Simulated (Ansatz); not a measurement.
C (model structure, P6₂22, No. 180, 3 atoms in the cell), treated with PBEsol (plane waves, PAW; Ansatz, a program for electronic structure).

Settings: plane-wave cutoff 520 eV, 18×18×12 k mesh (along the axes of the cell as run), Fermi–Dirac smearing 0.01 eV, scalar-relativistic PAW data made under PBE.

Cell (relaxed at this level):

Space group P6₂22 (No. 180); a = 2.592 Å, b = 2.592 Å, c = 2.783 Å, α = 90.00°, β = 90.00°, γ = 120.00°

```json
[
 {"atom": "C", "site": "3c", "symmetry": "222", "x": "0.5000", "y": "0.0000", "z": "0.0000"}
]
```

Question: Estimate the band gap, smallest direct gap on the k points sampled and direct gap at Γ that the calculation returns.

Answer: 
band gap: 1.77 eV (indirect)
smallest direct gap on the k points sampled: 4.52 eV
direct gap at Γ: 8.82 eV

Note: the relaxation could raise the start's symmetry but not lower it, so the cell can be a saddle point.

The computed numbers hold no vibrational or temperature effects.

Cost on a shared machine: roughly 7 core-seconds.

A model structure was made by putting elements into a prototype or built by hand; it is no filed structure, need not be a known phase, and can be a saddle point held by its symmetry.
